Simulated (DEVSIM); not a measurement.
Structure: W/AlN/p-Ge capacitor, at 400 K.

| layer (left to right) | material | thickness (nm) | Na (cm⁻³) |
|---|---|---|---|
| 1 | AlN | 16.0 | - |
| 2 | Ge | 1200 | 2.6e17 |

Metal gate on the left, work function 4.6 eV. Fixed charge at the semiconductor interface 0 cm⁻² (in units of +e); no interface traps.

This is a model device: material constants are rounded textbook-type values typed into the input, and sizes, dopings and lifetimes were drawn at random. Values at 300 K; Nc and Nv go as T^1.5, mobilities as T to minus their exponent, the gap by Varshni's rule with the affinity fixed.

| parameter | AlN | Ge |
|---|---|---|
| gap (eV) | 6.1 | 0.664 |
| affinity (eV) | 1.9 | 4 |
| permittivity | 8.5 | 16 |
| Nc (cm⁻³) | - | 1.04e19 |
| Nv (cm⁻³) | - | 6e18 |
| Varshni α (eV/K) | - | 0.000477 |
| Varshni β (K) | - | 235 |

DEVSIM, 1D Poisson equation in equilibrium, Boltzmann statistics, complete ionisation; no quantum confinement or tunnelling. Metal contacts follow the ideal Schottky-Mott rule: no Fermi-level pinning, no interface dipoles.

Base results: flat-band voltage (V) 0.10; threshold voltage (band bending 2φF) (V) 0.90; capacitance of the dielectric stack (μF/cm²) 0.470; minimum of the low-frequency capacitance (μF/cm²) 0.211.

### Question
What follows from this one change: AlN thickness 0.016 → 0.014 μm?

### Answer
flat-band voltage little changed (0.10 V); threshold voltage (band bending 2φF) 0.90 → 0.84 V; capacitance of the dielectric stack 0.470 → 0.538 μF/cm²; minimum of the low-frequency capacitance 0.211 → 0.222 μF/cm².

### Question
What follows from this one change: fixed charge 0 → 5.55e+11 cm^-2?

### Answer
flat-band voltage 0.10 → -0.09 V; threshold voltage (band bending 2φF) 0.90 → 0.71 V; capacitance of the dielectric stack little changed (0.470 μF/cm²); minimum of the low-frequency capacitance little changed (0.211 μF/cm²).

### Question
What follows from this one change: substrate doping 2.6e+17 → 1.3e+16 cm^-3?

### Answer
flat-band voltage 0.10 → 0.20 V; threshold voltage (band bending 2φF) 0.90 → 0.42 V; capacitance of the dielectric stack little changed (0.470 μF/cm²); minimum of the low-frequency capacitance 0.211 → 0.130 μF/cm².

### Question
What follows from this one change: gate work function 4.6 → 4.9 eV?

### Answer
flat-band voltage 0.10 → 0.40 V; threshold voltage (band bending 2φF) 0.90 → 1.20 V; capacitance of the dielectric stack little changed (0.470 μF/cm²); minimum of the low-frequency capacitance little changed (0.211 μF/cm²).

### Question
What follows from this one change: temperature 400 → 450 K?

### Answer
flat-band voltage 0.10 → 0.14 V; threshold voltage (band bending 2φF) 0.90 → 0.83 V; capacitance of the dielectric stack little changed (0.470 μF/cm²); minimum of the low-frequency capacitance 0.211 → 0.234 μF/cm².

### Question
What follows from this one change: interface trap density 0 → 2e+12 cm^-2 eV^-1?

### Answer
flat-band voltage 0.10 → -0.03 V; threshold voltage (band bending 2φF) 0.90 → 1.01 V; capacitance of the dielectric stack little changed (0.470 μF/cm²); minimum of the low-frequency capacitance 0.211 → 0.281 μF/cm².
